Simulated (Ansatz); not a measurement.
Start from Pd in the fcc (Cu type) structure (space group Fm-3m, No. 225; a = 3.841 Å; relaxed with 0.1 eV smearing).

All numbers come from LDA/PAW in Ansatz (an electronic-structure program), no SOC.

Base values:

| Item | Result |
|---|---|
| Pressure | 0.0 GPa |
| Band gap | zero |

Now apply this change: the cell is scaled by 0.9950 in all directions, atoms relaxed at fixed cell.

What happens to the energy relative to the base?

The energy goes up by 2.3 meV/atom.

Predict the new pressure.

The pressure goes from zero to 3.5 GPa.

What happens to the band gap?

The band gap stays zero.

The cells carry an imposed strain or load. Stability against distortions was not tested. All final runs are without spin polarisation.
